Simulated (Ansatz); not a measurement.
**Si well of 16 atomic layers along [001] in random Si0.8Ge0.2, interfaces sharp**

Prepared with Tersoff's 1989 multicomponent potential (SiCGe.tersoff) (LAMMPS): minimisation. Geometry as solved with PBE, support functions at accuracy medium on the grid of 370 eV run with Ansatz (an electronic-structure program).

```xyz
720
Lattice="16.58 0.00 0.00 0.00 16.58 0.00 0.00 0.00 54.95" Properties=species:S:1:pos:R:3 pbc="T T T"
Si     0.00    -0.02     0.04
Ge     1.41     1.38     1.41
Si     2.82     2.76     0.00
Si     4.15     4.15     1.38
Si     2.79    -0.03     2.82
Si     4.15     1.40     4.16
Si     0.01     2.80     2.78
Si     1.39     4.16     4.15
Si    -0.02    -0.04     5.52
Ge     1.35     1.41     6.89
Si     2.78     2.80     5.51
Si     4.14     4.13     6.95
Ge     2.78     0.00     8.33
Si     4.21     1.37     9.70
Si    -0.05     2.81     8.27
Ge     1.35     4.19     9.66
Si     0.01     0.00    11.08
Si     1.35     1.37    12.47
Ge     2.77     2.73    11.07
Ge     4.17     4.16    12.50
Ge     2.76     0.00    13.87
Si     4.17     1.40    15.26
Si     0.01     2.79    13.82
Si     1.37     4.14    15.22
Si     0.02    -0.02    16.62
Si     1.39     1.38    17.96
Si     2.76     2.77    16.59
Si     4.14     4.14    17.97
Si     2.77     0.00    19.32
Si     4.15     1.38    20.68
Si     0.00     2.76    19.32
Si     1.38     4.15    20.68
Si     0.00     0.00    22.03
Si     1.38     1.38    23.39
Si     2.77     2.76    22.04
Si     4.15     4.15    23.40
Si     2.76     0.00    24.75
Si     4.15     1.38    26.11
Si     0.00     2.76    24.75
Si     1.38     4.14    26.11
Si     0.00     0.00    27.47
Si     1.38     1.38    28.83
Si     2.76     2.76    27.47
Si     4.15     4.15    28.83
Si     2.76     0.00    30.19
Si     4.14     1.38    31.55
Si     0.00     2.76    30.19
Si     1.38     4.15    31.55
Si     0.00     0.00    32.91
Si     1.38     1.39    34.27
Si     2.76     2.77    32.91
Si     4.15     4.14    34.26
Si     2.77     0.00    35.61
Si     4.17     1.36    36.97
Si    -0.01     2.77    35.62
Si     1.37     4.18    36.96
Ge    -0.01     0.00    38.36
Si     1.36     1.40    39.77
Ge     2.76     2.78    38.36
Si     4.16     4.16    39.77
Ge     2.80     0.03    41.11
Si     4.19     1.44    42.52
Si     0.02     2.75    41.17
Si     1.38     4.15    42.51
Si    -0.01     0.03    43.91
Si     1.40     1.41    45.25
Si     2.78     2.79    43.88
Si     4.15     4.15    45.26
Si     2.72     0.01    46.63
Ge     4.16     1.37    48.03
Si     0.05     2.82    46.60
Si     1.43     4.15    47.99
Si     0.06     0.00    49.40
Si     1.41     1.38    50.78
Si     2.76     2.78    49.41
Si     4.16     4.11    50.79
Si     2.79     0.02    52.14
Si     4.14     1.41    53.52
Si     0.04     2.74    52.17
Ge     1.38     4.14    53.60
Si    -0.03     5.55     0.03
Si     1.35     6.90     1.40
Ge     2.79     8.27     0.00
Si     4.20     9.68     1.37
Si     2.73     5.51     2.73
Ge     4.12     6.93     4.12
Si    -0.02     8.28     2.79
Si     1.33     9.66     4.17
Si     0.01     5.52     5.54
Si     1.38     6.90     6.91
Si     2.71     8.31     5.54
Si     4.10     9.66     6.90
Si     2.78     5.55     8.28
Si     4.13     6.88     9.72
Si    -0.01     8.24     8.28
Ge     1.40     9.63     9.68
Si    -0.03     5.57    11.09
Si     1.37     6.91    12.47
Si     2.79     8.25    11.11
Si     4.14     9.67    12.47
Si     2.72     5.54    13.85
Ge     4.14     6.92    15.23
Si     0.03     8.28    13.89
Si     1.39     9.68    15.24
Si    -0.01     5.52    16.59
Si     1.37     6.91    17.96
Si     2.74     8.32    16.63
Si     4.15     9.69    17.97
Si     2.76     5.53    19.32
Si     4.14     6.91    20.68
Si     0.00     8.29    19.33
Si     1.38     9.67    20.68
Si     0.00     5.53    22.04
Si     1.38     6.91    23.40
Si     2.76     8.29    22.04
Si     4.15     9.67    23.40
Si     2.76     5.53    24.76
Si     4.15     6.91    26.11
Si     0.00     8.29    24.76
Si     1.38     9.67    26.11
Si     0.00     5.53    27.47
Si     1.38     6.91    28.83
Si     2.76     8.29    27.47
Si     4.15     9.67    28.83
Si     2.76     5.53    30.19
Si     4.15     6.91    31.55
Si     0.00     8.29    30.18
Si     1.38     9.67    31.54
Si    -0.01     5.53    32.90
Si     1.38     6.92    34.26
Si     2.76     8.29    32.90
Si     4.14     9.67    34.26
Si     2.76     5.54    35.61
Si     4.13     6.91    36.99
Si     0.00     8.29    35.62
Si     1.38     9.67    36.99
Si     0.02     5.56    38.34
Si     1.38     6.91    39.74
Si     2.75     8.28    38.36
Si     4.10     9.69    39.70
Si     2.73     5.51    41.11
Ge     4.11     6.89    42.54
Si     0.00     8.29    41.12
Si     1.37     9.66    42.50
Si     0.00     5.54    43.88
Si     1.36     6.90    45.28
Si     2.72     8.31    43.93
Si     4.12     9.64    45.30
Si     2.78     5.54    46.63
Si     4.12     6.94    48.01
Si    -0.01     8.30    46.63
Si     1.37     9.66    48.01
Ge     0.02     5.57    49.37
Si     1.41     6.96    50.78
Si     2.76     8.32    49.39
Si     4.13     9.64    50.80
Ge     2.80     5.55    52.16
Si     4.22     6.89    53.57
Si     0.03     8.27    52.18
Si     1.40     9.66    53.53
Ge     0.00    11.05    -0.02
Si     1.37    12.48     1.37
Si     2.79    13.80     0.02
Si     4.12    15.19     1.41
Ge     2.73    11.03     2.75
Ge     4.14    12.48     4.15
Si     0.01    13.83     2.78
Si     1.38    15.20     4.16
Si    -0.01    11.06     5.54
Si     1.37    12.44     6.92
Si     2.73    13.84     5.56
Si     4.13    15.22     6.87
Si     2.75    11.04     8.26
Ge     4.14    12.39     9.69
Si    -0.01    13.82     8.30
Si     1.34    15.20     9.70
Ge     0.00    11.10    11.09
Si     1.39    12.44    12.54
Ge     2.75    13.84    11.12
Si     4.20    15.22    12.48
Si     2.78    11.04    13.86
Si     4.16    12.44    15.22
Si     0.01    13.80    13.90
Si     1.38    15.17    15.27
Si     0.00    11.06    16.60
Si     1.38    12.43    17.96
Si     2.78    13.80    16.60
Si     4.15    15.20    17.96
Si     2.76    11.06    19.33
Si     4.15    12.44    20.68
Si     0.00    13.82    19.32
Si     1.38    15.20    20.68
Si     0.00    11.05    22.04
Si     1.38    12.44    23.39
Si     2.77    13.82    22.04
Si     4.15    15.20    23.40
Si     2.76    11.06    24.75
Si     4.15    12.44    26.11
Si     0.00    13.82    24.75
Si     1.38    15.20    26.11
Si     0.00    11.06    27.47
Si     1.38    12.44    28.83
Si     2.76    13.82    27.47
Si     4.15    15.20    28.83
Si     2.77    11.06    30.19
Si     4.15    12.43    31.55
Si     0.00    13.82    30.19
Si     1.38    15.20    31.55
Si     0.00    11.06    32.90
Si     1.38    12.43    34.26
Si     2.77    13.82    32.91
Si     4.15    15.20    34.26
Si     2.76    11.04    35.62
Si     4.17    12.41    36.96
Si     0.00    13.81    35.62
Si     1.39    15.20    36.95
Si    -0.01    11.03    38.36
Si     1.34    12.40    39.74
Ge     2.77    13.80    38.36
Si     4.20    15.22    39.72
Si     2.71    11.03    41.09
Ge     4.12    12.45    42.46
Si    -0.04    13.77    41.10
Ge     1.34    15.19    42.50
Si    -0.03    11.02    43.85
Ge     1.36    12.41    45.27
Si     2.75    13.82    43.89
Ge     4.15    15.22    45.25
Si     2.78    11.04    46.67
Si     4.14    12.45    48.01
Si    -0.02    13.83    46.67
Si     1.39    15.20    48.01
Si     0.00    11.05    49.35
Ge     1.41    12.42    50.77
Si     2.80    13.85    49.38
Si     4.16    15.20    50.79
Si     2.79    11.02    52.19
Si     4.14    12.43    53.57
Si     0.00    13.78    52.18
Ge     1.40    15.20    53.56
Ge     5.48     0.00    -0.01
Ge     6.93     1.42     1.40
Si     8.31     2.80    -0.03
Si     9.67     4.14     1.37
Si     8.35     0.01     2.76
Si     9.69     1.38     4.14
Si     5.51     2.79     2.79
Si     6.93     4.11     4.14
Si     5.51     0.05     5.56
Si     6.91     1.40     6.93
Si     8.28     2.72     5.51
Ge     9.68     4.13     6.92
Si     8.32     0.06     8.29
Si     9.68     1.40     9.70
Si     5.54     2.77     8.32
Si     6.92     4.15     9.70
Si     5.55     0.03    11.12
Si     6.93     1.40    12.49
Si     8.29     2.76    11.07
Si     9.68     4.12    12.43
Si     8.27     0.02    13.87
Si     9.67     1.38    15.22
Si     5.56     2.74    13.89
Si     6.91     4.11    15.27
Si     5.53    -0.01    16.61
Si     6.92     1.37    17.97
Si     8.30     2.75    16.61
Si     9.67     4.14    17.98
Si     8.30     0.00    19.33
Si     9.67     1.38    20.69
Si     5.53     2.76    19.32
Si     6.91     4.15    20.68
Si     5.53     0.00    22.04
Si     6.91     1.38    23.40
Si     8.29     2.76    22.04
Si     9.67     4.15    23.40
Si     8.29     0.00    24.76
Si     9.67     1.38    26.11
Si     5.53     2.76    24.76
Si     6.91     4.15    26.11
Si     5.53     0.00    27.47
Si     6.91     1.38    28.83
Si     8.29     2.77    27.47
Si     9.67     4.15    28.83
Si     8.29     0.00    30.18
Si     9.67     1.38    31.54
Si     5.53     2.76    30.19
Si     6.91     4.15    31.54
Si     5.53     0.00    32.90
Si     6.91     1.38    34.25
Si     8.29     2.76    32.90
Si     9.67     4.15    34.26
Si     8.29     0.00    35.61
Si     9.64     1.41    36.97
Si     5.53     2.76    35.62
Si     6.90     4.14    36.99
Si     5.56     0.01    38.35
Si     6.92     1.39    39.74
Si     8.29     2.77    38.37
Si     9.68     4.13    39.73
Si     8.29     0.01    41.12
Si     9.67     1.39    42.48
Si     5.55     2.78    41.12
Si     6.93     4.13    42.51
Si     5.56     0.04    43.86
Si     6.93     1.39    45.25
Si     8.31     2.77    43.88
Si     9.68     4.15    45.26
Si     8.26     0.03    46.68
Si     9.67     1.39    48.03
Si     5.53     2.76    46.59
Ge     6.95     4.13    47.99
Si     5.56    -0.02    49.44
Si     6.93     1.38    50.80
Si     8.32     2.74    49.42
Si     9.67     4.15    50.79
Si     8.32     0.03    52.17
Si     9.66     1.41    53.56
Si     5.55     2.76    52.17
Si     6.92     4.15    53.54
Si     5.54     5.50     0.00
Si     6.90     6.85     1.40
Ge     8.28     8.23    -0.03
Ge     9.64     9.69     1.39
Si     8.30     5.49     2.77
Si     9.64     6.86     4.19
Si     5.56     8.29     2.73
Si     6.94     9.63     4.13
Ge     5.56     5.51     5.56
Si     6.95     6.92     6.95
Si     8.31     8.27     5.54
Si     9.70     9.64     6.91
Si     8.29     5.53     8.33
Si     9.71     6.87     9.67
Ge     5.50     8.29     8.32
Si     6.88     9.69     9.72
Si     5.54     5.53    11.07
Si     6.87     6.91    12.46
Ge     8.29     8.27    11.05
Ge     9.68     9.72    12.48
Ge     8.29     5.51    13.85
Si     9.66     6.91    15.27
Si     5.55     8.31    13.83
Si     6.91     9.68    15.22
Si     5.54     5.50    16.62
Si     6.91     6.91    17.97
Si     8.28     8.30    16.60
Si     9.67     9.68    17.96
Si     8.29     5.53    19.33
Si     9.68     6.91    20.68
Si     5.52     8.29    19.32
Si     6.91     9.68    20.68
Si     5.52     5.53    22.04
Si     6.91     6.91    23.39
Si     8.29     8.29    22.04
Si     9.67     9.68    23.39
Si     8.29     5.53    24.75
Si     9.67     6.91    26.11
Si     5.53     8.29    24.75
Si     6.91     9.67    26.11
Si     5.53     5.53    27.47
Si     6.91     6.91    28.83
Si     8.29     8.29    27.47
Si     9.67     9.67    28.83
Si     8.29     5.53    30.19
Si     9.67     6.91    31.55
Si     5.53     8.29    30.19
Si     6.91     9.67    31.55
Si     5.53     5.53    32.90
Si     6.91     6.91    34.27
Si     8.29     8.29    32.91
Si     9.68     9.68    34.27
Si     8.29     5.52    35.63
Si     9.68     6.90    36.97
Si     5.52     8.28    35.63
Si     6.91     9.67    36.98
Si     5.50     5.50    38.34
Ge     6.93     6.88    39.70
Si     8.31     8.29    38.31
Ge     9.69     9.68    39.73
Si     8.30     5.47    41.11
Ge     9.69     6.88    42.50
Ge     5.52     8.33    41.11
Si     6.94     9.67    42.52
Si     5.56     5.49    43.90
Si     6.91     6.90    45.27
Si     8.26     8.26    43.88
Ge     9.70     9.63    45.25
Si     8.34     5.56    46.62
Si     9.69     6.91    48.03
Si     5.52     8.26    46.64
Si     6.90     9.62    48.02
Ge     5.52     5.55    49.41
Si     6.94     6.93    50.80
Si     8.30     8.29    49.40
Si     9.67     9.67    50.78
Si     8.29     5.52    52.16
Si     9.70     6.88    53.51
Si     5.52     8.27    52.15
Ge     6.88     9.71    53.52
Si     5.52    11.09     0.01
Si     6.90    12.45     1.38
Si     8.32    13.80     0.02
Si     9.68    15.20     1.38
Si     8.24    11.07     2.78
Ge     9.68    12.45     4.16
Si     5.54    13.84     2.73
Ge     6.91    15.24     4.16
Ge     5.56    11.02     5.54
Si     6.96    12.45     6.90
Si     8.30    13.85     5.57
Si     9.67    15.26     6.90
Ge     8.31    11.04     8.32
Si     9.69    12.44     9.73
Ge     5.54    13.83     8.26
Ge     6.96    15.24     9.71
Si     5.54    11.03    11.12
Si     6.90    12.44    12.48
Si     8.30    13.78    11.10
Ge     9.68    15.20    12.48
Si     8.27    11.09    13.88
Si     9.68    12.44    15.23
Si     5.53    13.82    13.85
Si     6.91    15.20    15.22
Si     5.53    11.06    16.59
Si     6.91    12.44    17.95
Si     8.30    13.83    16.59
Si     9.67    15.21    17.96
Si     8.29    11.06    19.32
Si     9.67    12.44    20.68
Si     5.53    13.82    19.32
Si     6.91    15.20    20.68
Si     5.53    11.06    22.04
Si     6.91    12.44    23.40
Si     8.29    13.82    22.04
Si     9.67    15.20    23.40
Si     8.29    11.06    24.75
Si     9.67    12.44    26.11
Si     5.53    13.82    24.76
Si     6.91    15.20    26.11
Si     5.53    11.06    27.47
Si     6.91    12.44    28.83
Si     8.29    13.82    27.47
Si     9.68    15.20    28.83
Si     8.29    11.06    30.19
Si     9.68    12.44    31.55
Si     5.53    13.82    30.19
Si     6.91    15.20    31.54
Si     5.53    11.06    32.91
Si     6.92    12.44    34.27
Si     8.30    13.82    32.90
Si     9.68    15.21    34.26
Si     8.29    11.06    35.64
Si     9.69    12.45    36.98
Si     5.54    13.82    35.63
Si     6.93    15.21    36.99
Si     5.51    11.03    38.33
Ge     6.90    12.44    39.73
Si     8.32    13.84    38.34
Si     9.66    15.20    39.76
Si     8.28    11.04    41.14
Ge     9.68    12.44    42.51
Si     5.54    13.87    41.11
Si     6.91    15.23    42.49
Ge     5.53    11.05    43.91
Si     6.90    12.49    45.28
Si     8.24    13.84    43.88
Ge     9.66    15.22    45.27
Ge     8.28    11.07    46.67
Si     9.68    12.45    48.08
Si     5.54    13.83    46.68
Si     6.92    15.21    48.04
Ge     5.53    11.04    49.41
Si     6.93    12.46    50.79
Si     8.29    13.84    49.42
Si     9.65    15.22    50.79
Si     8.32    11.08    52.14
Si     9.66    12.46    53.53
Si     5.51    13.78    52.15
Ge     6.93    15.17    53.54
Si    11.00     0.04     0.02
Si    12.39     1.37     1.41
Ge    13.79     2.80     0.04
Si    15.22     4.18     1.43
Si    13.78    -0.01     2.75
Ge    15.17     1.39     4.15
Si    11.04     2.78     2.77
Si    12.43     4.15     4.16
Si    11.06     0.01     5.52
Si    12.41     1.40     6.91
Si    13.77     2.79     5.56
Si    15.17     4.17     6.90
Ge    13.81    -0.02     8.28
Ge    15.20     1.42     9.71
Si    11.08     2.75     8.34
Si    12.45     4.14     9.69
Si    11.06     0.03    11.07
Si    12.42     1.39    12.46
Si    13.80     2.80    11.12
Si    15.21     4.17    12.46
Si    13.77     0.00    13.84
Ge    15.20     1.38    15.22
Si    11.02     2.74    13.82
Ge    12.42     4.15    15.22
Si    11.05     0.00    16.59
Si    12.43     1.37    17.97
Si    13.81     2.77    16.64
Si    15.20     4.15    17.97
Si    13.82     0.00    19.32
Si    15.20     1.38    20.68
Si    11.05     2.76    19.33
Si    12.44     4.15    20.68
Si    11.06     0.00    22.04
Si    12.44     1.38    23.40
Si    13.82     2.76    22.04
Si    15.20     4.15    23.40
Si    13.82     0.00    24.75
Si    15.20     1.38    26.11
Si    11.06     2.76    24.75
Si    12.44     4.15    26.11
Si    11.06     0.00    27.47
Si    12.44     1.38    28.83
Si    13.82     2.76    27.47
Si    15.20     4.15    28.83
Si    13.82     0.00    30.19
Si    15.20     1.38    31.55
Si    11.06     2.77    30.19
Si    12.43     4.15    31.55
Si    11.05     0.00    32.90
Si    12.43     1.38    34.27
Si    13.81     2.77    32.91
Si    15.19     4.15    34.26
Si    13.82     0.00    35.61
Si    15.17     1.40    36.97
Si    11.05     2.78    35.62
Si    12.42     4.16    36.99
Ge    11.05     0.01    38.36
Si    12.44     1.43    39.74
Si    13.79     2.77    38.34
Ge    15.23     4.13    39.72
Ge    13.83     0.01    41.13
Si    15.21     1.41    42.54
Si    11.05     2.77    41.13
Si    12.42     4.13    42.53
Si    11.05     0.03    43.86
Si    12.41     1.42    45.23
Si    13.82     2.78    43.89
Si    15.21     4.16    45.25
Ge    13.81     0.00    46.59
Ge    15.26     1.40    48.00
Si    11.03     2.77    46.63
Si    12.40     4.19    47.98
Si    11.01     0.01    49.41
Si    12.35     1.40    50.77
Ge    13.76     2.78    49.39
Ge    15.20     4.16    50.84
Ge    13.78     0.02    52.14
Ge    15.23     1.38    53.58
Si    11.03     2.78    52.17
Si    12.41     4.16    53.54
Si    11.03     5.49    -0.04
Ge    12.45     6.85     1.37
Ge    13.85     8.32    -0.03
Si    15.21     9.68     1.43
Si    13.84     5.50     2.82
Si    15.21     6.89     4.17
Ge    11.04     8.26     2.81
Ge    12.49     9.68     4.21
Si    11.08     5.54     5.54
Si    12.45     6.90     6.93
Si    13.87     8.25     5.58
Si    15.24     9.64     6.91
Si    13.81     5.51     8.30
Si    15.20     6.88     9.66
Si    11.06     8.27     8.30
Si    12.38     9.68     9.68
Si    11.06     5.49    11.06
Si    12.43     6.84    12.45
Ge    13.78     8.26    11.05
Ge    15.18     9.67    12.52
Si    13.85     5.54    13.83
Si    15.21     6.91    15.23
Ge    11.09     8.27    13.88
Si    12.46     9.70    15.27
Si    11.03     5.55    16.63
Si    12.44     6.92    17.96
Si    13.84     8.29    16.60
Si    15.21     9.67    17.97
Si    13.82     5.53    19.32
Si    15.20     6.91    20.69
Si    11.05     8.30    19.32
Si    12.44     9.68    20.68
Si    11.06     5.53    22.04
Si    12.44     6.91    23.40
Si    13.82     8.30    22.04
Si    15.20     9.67    23.40
Si    13.82     5.53    24.75
Si    15.20     6.91    26.11
Si    11.06     8.29    24.75
Si    12.44     9.67    26.11
Si    11.06     5.53    27.47
Si    12.44     6.91    28.83
Si    13.82     8.29    27.47
Si    15.20     9.67    28.83
Si    13.82     5.53    30.19
Si    15.20     6.91    31.54
Si    11.06     8.29    30.19
Si    12.44     9.67    31.55
Si    11.05     5.53    32.91
Si    12.44     6.92    34.27
Si    13.82     8.29    32.90
Si    15.20     9.68    34.26
Si    13.82     5.53    35.63
Si    15.20     6.92    36.99
Si    11.07     8.30    35.63
Si    12.45     9.68    36.99
Si    11.05     5.53    38.37
Si    12.42     6.93    39.71
Si    13.82     8.30    38.36
Si    15.20     9.66    39.73
Ge    13.80     5.55    41.14
Si    15.23     6.94    42.53
Si    11.10     8.29    41.12
Si    12.47     9.66    42.49
Si    11.09     5.50    43.92
Si    12.46     6.90    45.26
Si    13.82     8.29    43.89
Si    15.19     9.67    45.25
Si    13.82     5.53    46.63
Si    15.17     6.94    47.99
Si    11.10     8.25    46.67
Si    12.44     9.67    48.03
Si    11.04     5.52    49.41
Si    12.42     6.90    50.78
Si    13.79     8.27    49.38
Ge    15.20     9.66    50.77
Si    13.79     5.57    52.21
Si    15.23     6.90    53.54
Si    11.05     8.29    52.15
Si    12.44     9.67    53.50
Ge    11.08    11.09    -0.03
Si    12.46    12.44     1.43
Ge    13.85    13.81     0.02
Si    15.22    15.22     1.43
Si    13.86    11.08     2.78
Si    15.22    12.45     4.15
Si    11.08    13.84     2.76
Si    12.44    15.21     4.15
Si    11.06    11.05     5.58
Si    12.44    12.46     6.89
Si    13.82    13.82     5.51
Si    15.21    15.16     6.89
Ge    13.82    11.05     8.29
Si    15.19    12.49     9.69
Ge    11.05    13.84     8.31
Si    12.43    15.21     9.73
Si    11.09    11.09    11.07
Si    12.45    12.44    12.47
Si    13.79    13.81    11.07
Ge    15.20    15.19    12.48
Si    13.80    11.09    13.89
Si    15.19    12.44    15.25
Si    11.08    13.80    13.87
Si    12.43    15.20    15.23
Si    11.05    11.06    16.61
Si    12.44    12.45    17.96
Si    13.82    13.83    16.60
Si    15.20    15.20    17.97
Si    13.82    11.06    19.31
Si    15.20    12.44    20.68
Si    11.05    13.83    19.32
Si    12.44    15.20    20.68
Si    11.06    11.06    22.04
Si    12.44    12.44    23.40
Si    13.82    13.82    22.04
Si    15.20    15.20    23.39
Si    13.82    11.06    24.76
Si    15.20    12.44    26.11
Si    11.06    13.82    24.76
Si    12.44    15.20    26.11
Si    11.06    11.06    27.47
Si    12.44    12.44    28.83
Si    13.82    13.82    27.47
Si    15.20    15.20    28.83
Si    13.82    11.06    30.19
Si    15.20    12.44    31.54
Si    11.06    13.82    30.19
Si    12.44    15.20    31.55
Si    11.06    11.05    32.91
Si    12.44    12.44    34.26
Si    13.82    13.82    32.90
Si    15.20    15.20    34.26
Si    13.83    11.06    35.62
Si    15.21    12.43    36.99
Si    11.06    13.82    35.61
Si    12.46    15.18    36.98
Si    11.08    11.09    38.34
Si    12.45    12.45    39.74
Si    13.82    13.80    38.35
Si    15.19    15.15    39.74
Si    13.82    11.04    41.09
Si    15.19    12.39    42.46
Si    11.07    13.84    41.10
Si    12.40    15.21    42.50
Si    11.11    11.03    43.87
Si    12.43    12.39    45.29
Ge    13.81    13.80    43.88
Si    15.24    15.20    45.25
Si    13.82    11.03    46.65
Si    15.19    12.42    48.01
Si    11.03    13.76    46.65
Ge    12.41    15.17    48.04
Si    11.06    11.04    49.41
Si    12.41    12.43    50.79
Si    13.81    13.75    49.40
Ge    15.22    15.17    50.75
Si    13.79    11.07    52.16
Si    15.19    12.42    53.52
Si    11.01    13.81    52.13
Ge    12.36    15.20    53.57
```
